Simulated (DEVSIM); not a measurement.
Structure: illuminated Si p-on-n cell, one wavelength, with a back-surface field, at 300 K.

| layer (left to right) | material | thickness (μm) | Nd (cm⁻³) | Na (cm⁻³) | τn (s) | τp (s) | absorption coefficient (cm⁻¹) |
|---|---|---|---|---|---|---|---|
| 1 | Si | 0.480 | - | 8.8e18 | 8.3e-6 | 4.2e-5 | 6100 |
| 2 | Si | 46.0 | 9.4e16 | - | 0.00016 | 0.00016 | 6100 |
| 3 | Si | 0.510 | 1.5e18 | - | 0.00016 | 0.00016 | 6100 |

Left contact: ohmic, minority electron recombination velocity 8e6 cm/s. Right contact: ohmic, minority hole recombination velocity 50000 cm/s. Voltage is applied to the left contact. Recombination: SRH at mid-gap, radiative, Auger. Light enters at the left, 1.7e17 photons cm⁻² s⁻¹, one pass, no reflection. Mobility is μmin + (μ − μmin)/(1 + (N/Nref)^α).

The device is made up for the run: typed textbook-type constants, with dimensions and the other settings drawn at random. Values at 300 K.

```tsv
parameter	Si
gap (eV)	1.124
affinity (eV)	4.05
permittivity	11.7
Nc (cm⁻³)	2.86e19
Nv (cm⁻³)	3.1e19
μn (cm²/Vs)	1417
μp (cm²/Vs)	470
μn,min	52
μp,min	45
Nref,n	9.7e16
Nref,p	2.2e17
αn	0.68
αp	0.72
B (cm³/s)	4.7e-15
Cn (cm⁶/s)	2.8e-31
Cp (cm⁶/s)	9.9e-32
```

DEVSIM, 1D drift-diffusion, Boltzmann statistics, complete ionisation; no tunnelling, impact ionisation, image-force lowering or self-heating.

The photon flux was swept, all else fixed.

```tsv
photon flux (cm^-2 s^-1)	short-circuit current (mA/cm²)	open-circuit voltage (V)	largest power (mW/cm²)	fill factor
5.1e15	0.699	0.557	0.318	0.82
1.7e16	2.33	0.588	1.13	0.82
5.1e16	[?]	[?]	3.58	0.83
1.7e17	23.3	0.647	12.6	0.84
5.1e17	69.9	0.676	39.8	0.84
1.7e18	233	0.707	139	0.85
5.1e18	699	0.735	438	0.85
```

Question: Fill in the missing entries.

Answer: 
- 5.1e16, short-circuit current (mA/cm²): 6.99
- 5.1e16, open-circuit voltage (V): 0.616
